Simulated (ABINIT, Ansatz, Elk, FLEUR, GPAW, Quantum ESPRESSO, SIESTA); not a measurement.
**LiF (Fm-3m, 2 atoms in the cell) computed with different codes at matched settings**

Self-consistent single point.

```
LiF
1.0
    0.00000     2.01500     2.01500
    2.01500     0.00000     2.01500
    2.01500     2.01500     0.00000
Li F
1 1
Direct
  0.00000   0.00000   0.00000
  0.50000   0.50000   0.50000
```

Shared settings, as Ansatz (a quantum-chemistry and plane-wave program) writes them: kpoints.mp_grid.grid = 5 5 5; scf.occupations.method = fermi_dirac; scf.occupations.width = 0.02 eV. Potentials and cutoffs stand in the table.

```json
[
 {"code": "ABINIT", "model": "PBE, PAW (JTH v2.0 PBE PAW)", "gap on the mesh (eV)": "9.043", "cutoff": "24 Ha"},
 {"code": "Elk", "model": "PBE, all-electron FP-LAPW, Elk's shipped species files, APW+lo basis with extra local orbitals", "gap on the mesh (eV)": "9.072", "cutoff": "rgkmax 8"},
 {"code": "Ansatz", "model": "PBE, default PAW files", "gap on the mesh (eV)": "9.076", "cutoff": "default"},
 {"code": "GPAW", "model": "PBE, GPAW PAW datasets PBE (gpaw-data 1.0.1)", "gap on the mesh (eV)": "9.061", "cutoff": "950 eV"},
 {"code": "FLEUR", "model": "PBE, all-electron FLAPW (FLEUR), scalar-relativistic valence", "gap on the mesh (eV)": "9.373", "cutoff": "Kmax 4.5 1/bohr"},
 {"code": "SIESTA", "model": "GGA PBE, numerical atomic orbitals DZP, PseudoDojo PBE standard norm-conserving potentials (rewritten from UPF to PSML)", "gap on the mesh (eV)": "8.996", "cutoff": "grid 350 Ry"},
 {"code": "Quantum ESPRESSO", "model": "PBE, PseudoDojo standard norm-conserving (PBE) pseudopotentials", "gap on the mesh (eV)": "9.101", "cutoff": "85 Ry"}
]
```

Gaps are read on the mesh.

The spread over the programs that give each value: gap on the mesh within 0.377 eV.

SIESTA uses small atom-centred bases, whose incompleteness enters pressures, forces and empty levels differently from a plane-wave cutoff. Elk and FLEUR treat all electrons, but the usual bases taken here (sphere radii, linearisation, local orbitals, empty states) were not tested for convergence, so the values are no reference for the others. In the pressure, SIESTA (by 1.25) lies more than 1 GPa from the median of the plane-wave programs. In the gap, FLEUR (by 0.305) lies more than 0.12 eV from the median of the plane-wave programs.

On the base mesh (7 7 7) the same programs gave: Ansatz pressure 1.34 GPa, gap on the mesh 9.076 eV; Quantum ESPRESSO pressure 1.65 GPa, gap on the mesh 9.101 eV; ABINIT pressure 1.49 GPa, gap on the mesh 9.043 eV; GPAW gap on the mesh 9.061 eV; Elk gap on the mesh 9.072 eV; FLEUR gap on the mesh 9.373 eV; SIESTA pressure 0.22 GPa, gap on the mesh 8.994 eV.

The starting cell has typed, rounded lattice constants, without a prior relaxation at this level.

Left out of this page: CP2K (on another mesh).

Keys are those of Ansatz 0.2.
